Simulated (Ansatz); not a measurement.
WC: response to strain

Take WC (space group P-6m2, No. 187; a = 2.9225 Å, c = 2.8462 Å; relaxed with 0.1 eV smearing) as the base. Axes: x lies along a and z along c of the hexagonal cell.

Strains are applied to the cell and any free atomic positions relax.

Method: PBE (Ansatz, a program for electronic structure; PAW; 420 eV plane waves; no SOC).

Notes on the quantities. energy relative to the base: free energy F; pressure: mean of the normal stresses, compression positive.

```tsv
case	energy relative to the base	pressure	volume per atom
base	0 meV/atom	0.0 GPa	10.53 Å³
uniaxial strain ε_zz = −2.50 %	+20 meV/atom	11.6 GPa	10.26 Å³
uniaxial strain ε_zz = −2.00 %	+13 meV/atom	9.2 GPa	10.32 Å³
uniaxial strain ε_zz = −1.50 %	+7.2 meV/atom	6.8 GPa	10.37 Å³
uniaxial strain ε_zz = −1.00 %	+3.2 meV/atom	4.4 GPa	10.42 Å³
uniaxial strain ε_zz = −0.50 %	+0.8 meV/atom	2.2 GPa	10.47 Å³
uniaxial strain ε_zz = +0.50 %	+0.8 meV/atom	___	10.58 Å³
uniaxial strain ε_zz = +1.00 %	+3.0 meV/atom	-4.1 GPa	10.63 Å³
uniaxial strain ε_zz = +2.50 %	+18 meV/atom	-9.8 GPa	10.79 Å³
uniaxial strain ε_zz = +3.00 %	+26 meV/atom	-11.6 GPa	10.84 Å³
```

**Question.** Fill in the withheld entries from the trend.

**Answer.** 
- uniaxial strain ε_zz = +0.50 %, pressure: -2.1 GPa

No phonon test of stability was made. The final runs are not spin-polarised.
